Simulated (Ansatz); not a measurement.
The reference is Rh in the fcc (Cu type) structure (space group Fm-3m, No. 225; a = 3.802 Å; relaxed with 0.1 eV smearing). Axes: x, y, z lie along the cube axes.

Computed with plane-wave PAW DFT at the r2SCAN level (Ansatz, an electronic-structure program, 500 eV), no spin-orbit coupling.

Before the change:

| Item | Result |
|---|---|
| Volume per atom | 13.73 Å³ |

It is then changed as follows: tensile biaxial strain of 2.08 % in the plane normal to [111], as in epitaxy on a mismatched substrate; the out-of-plane cell vector and the atoms relax.

### Question
Predict the new in-plane stress.

### Answer
The mean in-plane stress (compression positive) amounts to -11.0 GPa.

### Question
How does this affect the volume per atom?

### Answer
The volume per atom goes up by 0.42 Å³ to 14.15 Å³.

### Question
Predict the new energy relative to the base.

### Answer
The energy grows by 21 meV/atom.

No phonon test of stability was made. The final runs are not spin-polarised. Rh lies near a magnetic instability that expansion can trigger; it was not tested.
